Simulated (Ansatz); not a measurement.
MgO under load (space group R-3m), Ansatz (a program for electronic structure) with r2SCAN, rigid bands. Condition of this run: uniaxial stress along [111] of 1 GPa (compression positive) (the target of the relaxation). Band gap 5.69 eV, N_c = 5.81e18 cm⁻³ and N_v = 1.69e20 cm⁻³ at 300 K, conductivity masses of 0.374 mₑ (electrons) and 2.20 mₑ (holes). Take k_BT = 0.02585 eV.

### Question
What thermal injection velocity √(2k_BT/πm) limits a ballistic channel?

### Answer
8.80e6 cm/s for electrons and 3.63e6 cm/s for holes, a ratio of √(m_h/m_e) = 2.43, for dilute carriers.

### Question
A film of it is 8 nm thick. Estimate the confinement energies in an infinite well.

### Answer
ħ²π²/(2m t²) = 0.376 eV·nm²/(m/mₑ × t²) gives 15.7 meV for electrons and 2.67 meV for holes, so the gap would widen to about 5.71 eV. Finite barriers and nonparabolic bands lower this, and with several valleys or bands the heaviest mass along the normal sets the lowest level, not this average.

### Question
Find the intrinsic carrier density and the intrinsic Fermi level.

### Answer
n_i = √(N_c N_v) exp(−E_g/2k_BT) = 3.13e19 × exp(−110.05) = 5.0e-29 cm⁻³. The level lies (k_BT/2) ln(N_v/N_c) = 44 meV from mid-gap (positive towards the conduction band). Each 0.1 eV added to the gap lowers n_i by a factor of 6.9.

Rigid bands with the computed gap; masses take one relaxation time for all states. Spin-orbit coupling is left out.
